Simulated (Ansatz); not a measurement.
We consider BSi2Sb (model structure, started from the BC2N type, R3m, No. 160, 4 atoms in the cell), described by r²SCAN+SOC in Ansatz (PAW).

The run printed, among other lines:

```
Crystal: 4 atoms, lattice volume = 74.675 Å³
Basis set: ecut = 560 eV, 2233 PW (Γ), FFT grids on a1−a3, a2−a3, a3, exchange–correlation on 90×90×162 points (27 copies of the dense FFT grid, shifted against one another)
Bands: 34, of which v1, the nominal top of the filled ones, is band 26 counted from 1 (25 counted from 0)
Symmetry: 6 space group operations + 6 with time reversal
k-points: 580 of 5832 (time reversal used)
Initial density: superposition of atomic densities (chi_scale 0.1, normalization cell, long waves kept (reshape's long-wave potential 0.03 eV rms))
Functional: x = r2scan, c = r2scan; τ floored in thin density (d = 2e-4 eV/Å³)
spin=Noncollinear: Kerker preconditioning applied to the charge; magnetization (m_x, m_y, m_z) channels mix plain (no charge-response kernel on spin).
SCF 1 converged in 12 iterations: F = -7921.118266 eV  dr2 = 6.98e-11
SCF converged after 12 iterations
Free energy (F): -7921.118266 eV
Internal energy: -7921.114352 eV  (E = F + TS)
E sigma→0 (E₀):  -7921.116309 eV
Fermi energy:    8.700018 eV
--- Forces (eV/Å), atoms counted from 1 ---
  atom   1  B      0.00000000    -0.00000000     0.04664076
  atom   2  Sb     0.00000000    -0.00000001     0.40618046
  atom   3  Si    -0.00000000     0.00000001    -0.25845737
  atom   4  Si    -0.00000000     0.00000001    -0.19438605
--- Stress (GPa, compression-positive) ---
        1.783777       0.000000       0.000000
        0.000000       1.783777       0.000000
        0.000000       0.000000       0.595007
  P = ⅓ Tr σ = 1.3875 GPa (13.875 kbar)
```

**Question.** Write an input file that could have produced this run (the log leaves some choices open).

**Answer.** This is not unique; one that fits is 
Ansatz 0.2 input:
```yaml
crystal:
  lattice:
    - [1.8346000827, 1.0592066674, 6.4047544628]
    - [-1.8346000827, 1.0592066674, 6.4047544628]
    - [0.0, -2.1184138874, 6.4047543714]
  atoms:
    - { symbol: B, position: [-0.0105794764, -0.0105794764, -0.0105794764] }
    - { symbol: Sb, position: [0.1098952132, 0.1098952132, 0.1098952132] }
    - { symbol: Si, position: [0.5138677175, 0.5138677175, 0.5138677175] }
    - { symbol: Si, position: [0.6368495457, 0.6368495457, 0.6368495457] }
basis:
  ecutwfc: 560
  ecutrho_ratio: 4
  xc_grid: 3
kpoints:
  mp_grid: { grid: [18, 18, 18] }
hamiltonian:
  xc: r2scan
  dispersion: none
  pseudopotentials: { kind: paw }
scf:
  occupations: { method: fermi_dirac, width: 0.05 }
  convergence: { dr2_threshold: 0.0000000004 }
output:
  forces: true
  stress: true
  eigenvalues: true
magnetization:
  noncollinear: true
  spin_orbit: true
```

The PAW data were made under PBE.

Note: the relaxation could raise the start's symmetry but not lower it, so the cell can be a saddle point. Note: cell and atoms aren't relaxed at this level (largest force component 0.41 eV/Å, pressure 1.4 GPa).

Cost on a shared machine: roughly 25 core-minutes.

A model structure was made by putting elements into a prototype or built by hand; it is no filed structure, need not be a known phase, and can be a saddle point held by its symmetry.

Ansatz is a quantum-chemistry and plane-wave program.
